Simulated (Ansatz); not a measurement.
By hand: formation energy of Nb3Sn (A15 (Cr3Si type), Pm-3n) from the elements

This concerns the formation energy of Nb3Sn (A15 (Cr3Si type), Pm-3n) from the elements. Reaction: Sn (white tin) + 3 Nb (bcc) → Nb3Sn (A15 (Cr3Si type)). Negative: the products are lower in energy. The value is per atom of the solid.

Nb3Sn (A15 (Cr3Si type), Pm-3n), 8 atoms in the cell; spin state with PBE: run without spin. Conventional cell: a = b = c = 5.320 Å, α = β = γ = 90.00°.

Setting: static, neutral cells in Ansatz (PAW) whose structures rest at the PBE level. Ansatz (a program for electronic structure) runs with its default PAW set. Other levels take these structures. The lattices are those relaxed with PBE, so at other levels the solids can be strained. A dispersion term (D3(BJ), or D4 for r2SCAN) was computed beside these levels and is taken off wherever the name lacks it. The runs are scalar-relativistic, without spin-orbit coupling.

Total energies of the cells in eV, at zero smearing width. They compare only within one column; the weights balance every element.

```json
[
 {"cell": "Nb3Sn (A15 (Cr3Si type))", "atoms": "8", "weight": "+1", "r2SCAN": "-39460.88484"},
 {"cell": "Sn (white tin)", "atoms": "2", "weight": "−1", "r2SCAN": "-12077.02258"},
 {"cell": "Nb (bcc)", "atoms": "1", "weight": "−6", "r2SCAN": "-4563.62950"}
]
```

r2SCAN: (-39460.88484) − (-12077.02258) − 6 × (-4563.62950) = -2.085 eV; dividing by 8 atoms gives -0.26 eV/atom.

What follows from the r2SCAN value: A formula unit of Nb3Sn has 4 atoms, so it forms with -0.2607 × 4 = -1.043 eV, or -100.6 kJ/mol at 96.485 kJ/mol per eV.
